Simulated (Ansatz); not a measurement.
**VSi2 with two functionals, uniaxial stress, 2 GPa tension along z**

The parent structure is VSi2 (space group P6_222, No. 180; a = 4.566 Å, c = 6.366 Å). Axes: x lies along a and z along c of the hexagonal cell.

(Cell as relaxed with PBE.)

Levels (all Ansatz, a first-principles code, PAW): PBE (420 eV, without spin-orbit coupling); r2SCAN (500 eV, no SOC).

Each level relaxes its own structure.

| base | PBE | r2SCAN |
|---|---|---|
| volume per atom | 12.77 Å³ | 12.49 Å³ |
| lattice parameter a | 4.566 Å | 4.531 Å |
| band gap | zero | zero |
| largest site moment | 0.00 μB | 0.08 μB |

It is then changed as follows: uniaxial stress, 2 GPa tension along z, with the cell and atoms free to relax against it.

| quantity | PBE | r2SCAN |
|---|---|---|
| energy relative to the base (free energy F) | +0.4 meV/atom | +0.4 meV/atom |
| volume per atom | 12.81 Å³ | 12.53 Å³ |

PBE's volume per atom lies 0.28 Å³ above r2SCAN's (2.3 %); the two agree on the energy relative to the base. Neither level is exact; r2SCAN is the comparison here, not a measurement.

The magnetic state is the one reached from the starting moments; the real material's order can differ, and small cells can't hold many antiferromagnetic ones. Without a gap, meshes like the base's 12×12×8 leave anisotropic stresses uncertain by several tenths of a GPa, and small strain energies with them. Load acts through the strain it causes; cell and atoms are relaxed under it. Stability under load was not tested beyond the relaxation. Seeded moments were not kept for the base. Spin-polarised in the final run: r2SCAN uniaxial stress, 2 GPa tension along z and r2SCAN base; the other runs are not. An odd electron count without spin: VSi2.
